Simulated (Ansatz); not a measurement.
The reference is Pd in the fcc (Cu type) structure (space group Fm-3m, No. 225; a = 3.9083 Å).

Structures relaxed with r2SCAN (Ansatz, a program for electronic structure), no SOC.

Base:

Simulated powder pattern, Mo Kα, λ = 0.71073 Å (kinematic, ideal powder, no thermal factors, no anomalous dispersion; the 10 strongest lines at most, above 2 %, up to 2θ = 40°):

| 2θ (°) | I/Imax (%) | hkl |
|---|---|---|
| 18.12 | 100 | (111) |
| 20.96 | 49 | (200) |
| 29.80 | 33 | (220) |
| 35.10 | 39 | (311) |
| 36.72 | 11 | (222) |

After one change:

Simulated powder pattern, Mo Kα, λ = 0.71073 Å (kinematic, ideal powder, no thermal factors, no anomalous dispersion; the 10 strongest lines at most, above 2 %, up to 2θ = 40°):

```tsv
2θ (°)	I/Imax (%)
18.41	100
21.29	49
30.29	33
35.68	39
37.33	11
```

### Question
Which of these changes matches the shifts?
A. pressure 10 GPa
B. pressure 3 GPa
C. pressure 1.5 GPa
D. pressure −1 GPa

### Answer
A, pressure 10 GPa. Its volume per atom is 14.23 Å³ against 14.93 Å³, and its space group is Fm-3m (No. 225).

Load acts through the strain it causes; cell and atoms are relaxed under it. Stability against distortions was not tested. No other phases were tried under pressure. The final runs are not spin-polarised. Pd has a high density of states at the Fermi level and may be magnetic at this level.
